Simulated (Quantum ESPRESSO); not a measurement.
Worked example: self-consistent single point of ZrB6 (Pm-3m, 7 atoms in the cell) in Quantum ESPRESSO.

Level of theory: LDA (PW92), PseudoDojo standard norm-conserving (LDA) pseudopotentials (plane waves; Quantum ESPRESSO).

```yaml
crystal:
  lattice:
    - [4.06445, 0.00000, 0.00000]
    - [0.00000, 4.06445, 0.00000]
    - [0.00000, 0.00000, 4.06445]
  atoms:
    - { symbol: Zr, position: [0.00000, 0.00000, 0.00000] }
    - { symbol: B, position: [0.19761, 0.50000, 0.50000] }
    - { symbol: B, position: [0.80239, 0.50000, 0.50000] }
    - { symbol: B, position: [0.50000, 0.19761, 0.50000] }
    - { symbol: B, position: [0.50000, 0.80239, 0.50000] }
    - { symbol: B, position: [0.50000, 0.50000, 0.19761] }
    - { symbol: B, position: [0.50000, 0.50000, 0.80239] }
```

Reference input (self-consistent single point, DFT, LDA (PW92), plane waves, PseudoDojo standard norm-conserving (LDA) pseudopotentials): ecutwfc = 80 Ry; occupations = smearing; smearing = fermi-dirac; degauss = 0.0073499 Ry; potentials = {Zr: Zr.upf, B: B.upf}; K_POINTS = automatic 7 7 7 0 0 0; conv_thr = 1e-10 Ry. This run's input differs from it in these lines:

```diff
@@ -20,3 +20,3 @@
 &ELECTRONS
-    conv_thr = 1.0d-10
+    conv_thr = 7.3e-03
 /
```

Output (repeated stretches shortened):

```
     Self-consistent Calculation

     iteration #  1     ecut=    80.00 Ry     beta= 0.70

---- Real-time Memory Report at c_bands before calling an iterative solver
            99 MiB given to the printing process from OS
            62 MiB allocation reported by mallinfo(arena+hblkhd)
------------------

     total energy              =    -135.78453268 Ry
     estimated scf accuracy    <       2.12474826 Ry

     iteration #  2     ecut=    80.00 Ry     beta= 0.70

---- Real-time Memory Report at c_bands before calling an iterative solver
           109 MiB given to the printing process from OS
   [... lines left out ...]

---- Real-time Memory Report at c_bands before calling an iterative solver
           112 MiB given to the printing process from OS
            79 MiB allocation reported by mallinfo(arena+hblkhd)
------------------

     total energy              =    -136.85696874 Ry
     estimated scf accuracy    <       0.03766884 Ry

     iteration #  6     ecut=    80.00 Ry     beta= 0.70

---- Real-time Memory Report at c_bands before calling an iterative solver
           114 MiB given to the printing process from OS
            80 MiB allocation reported by mallinfo(arena+hblkhd)
------------------
     End of self-consistent calculation

     the Fermi energy is    11.8721 ev

!    total energy              =    -136.85832235 Ry
     estimated scf accuracy    <       0.00445999 Ry
     smearing contrib. (-TS)   =      -0.00596982 Ry
     internal energy E=F+TS    =    -136.85235253 Ry

     convergence has been achieved in   6 iterations

     Forces acting on atoms (cartesian axes, Ry/au):

     atom    1 type  1   force =     0.00000000    0.00000000    0.00000000
     atom    2 type  2   force =     0.00842246    0.00000000    0.00000000
     atom    3 type  2   force =    -0.00842246    0.00000000    0.00000000
     atom    4 type  2   force =     0.00000000    0.00842246   -0.00000000
     atom    5 type  2   force =     0.00000000   -0.00842246    0.00000000
   [... lines left out ...]
     Total force =     0.020631     Total SCF correction =     0.034094
   [... lines left out ...]
     SCF correction compared to forces is large: reduce conv_thr to get better values

          total   stress  (Ry/bohr**3)                   (kbar)     P=     -133.79
  -0.00090949   0.00000000   0.00000000         -133.79        0.00        0.00
   0.00000000  -0.00090949   0.00000000            0.00     -133.79        0.00
   0.00000000   0.00000000  -0.00090949            0.00        0.00     -133.79

   JOB DONE.
```

The run converged in 6 iterations. Against the reference run the free energy rises by 6.9 meV/atom, the pressure goes from -8.97 to -13.38 GPa and the largest force goes from 0.153 to 0.217 eV/Å. The full log also holds: “SCF correction compared to forces is large: reduce conv_thr to get better values”.

The starting cell comes from a database of computed structures (which also holds hypothetical and non-ambient phases and stackings), without a prior relaxation at this level. Its lattice was rescaled by a random factor within 2.5 % of one. With a pressure of about -13 GPa the cell is away from its equilibrium volume at this level.
